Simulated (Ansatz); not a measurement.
B20 (FeSi-type) MnSi, treated with PBEsol-D3(BJ) (plane waves, PAW; Ansatz, a first-principles code).

Numerical settings: plane-wave cutoff 520 eV, 12×12×12 k mesh, Fermi–Dirac smearing 0.05 eV, spin-polarised with parallel moments, scalar-relativistic PAW data made under PBE.

Shape and atoms are relaxed at each volume.

Pressure at four volumes; x = ln(V/10.869 Å³). One pressure is withheld.

| V (Å³/atom) | x | P (GPa) |
|---|---|---|
| 10.434 | -0.0408 | 10.41 |
| 10.869 | 0.0000 | 0.00 |
| 11.086 | 0.0198 | -4.44 |
| 11.304 | 0.0392 | ? |

Problem. Pass a parabola P(x) through the three rows shown, estimate the bulk modulus and its pressure derivative near zero pressure, and predict the withheld pressure.

Solution. Slopes between the rows: (0.00 − (10.41))/(0.0000 − (-0.0408)) = -255.15 and (-4.44 − (0.00))/(0.0198 − (0.0000)) = -224.24 GPa. Their difference over the span 0.0606 is c = 30.91/0.0606 = 510.1 GPa, so P(x) = 10.41 + (-255.15)(x − (-0.0408)) + 510.1 (x − (-0.0408))(x − (0.0000)). At the middle row B = −dP/dx = −[-255.15 + 510.1 × 0.0408] = 234.3 GPa, and B′ = dB/dP = 2c/B = 4.4. At x = 0.0392 the parabola gives -8.40 GPa; the run gives -8.43 GPa. The Birch–Murnaghan fit to the energies at all volumes has B0 = 234 GPa and B′ = 4.3.

Measured, for comparison: bulk modulus 167 GPa (room temperature, no zero-point or thermal correction; as tabulated in Study of the compressibility of FeSi, MnSi, and CoS2 (JETP Letters), abstract). Computed (rounded) less measured: bulk modulus +40 %.

Note: the collinear magnetic order is the start's and need not be the measured one; the bulk modulus comes from volumes at which shape and atoms were relaxed.
